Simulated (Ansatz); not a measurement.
Consider the following.

```
CELL_PARAMETERS angstrom
      3.03318     0.00000     0.00000
     -1.51659     2.62681     0.00000
      0.00000     0.00000     4.85428
ATOMIC_POSITIONS crystal
  Al 0.33333 0.66667 0.99984
  Al 0.66667 0.33333 0.49984
  N  0.33333 0.66667 0.38216
  N  0.66667 0.33333 0.88216
```

No spin polarisation.

The values are results of LDA/PAW in Ansatz (an electronic-structure program), scalar-relativistic without spin-orbit coupling, not measurements. k-mesh 12×12×7 (Γ-centred); smearing 0.05 eV (Fermi–Dirac).

Q: Predict the band gap, gap character, space group and pressure.

A: The band gap is 4.91 eV and the gap character is direct at Γ. The space group comes out as P6_3mc (No. 186) and the pressure (mean of the normal stresses, compression positive) comes out as 127.5 kbar.

The cells carry an imposed strain or load. Stability against distortions was not tested. The cell was made from AlN in the wurtzite structure (space group P6_3mc, No. 186) by this change: isotropic strain −1.80 %.
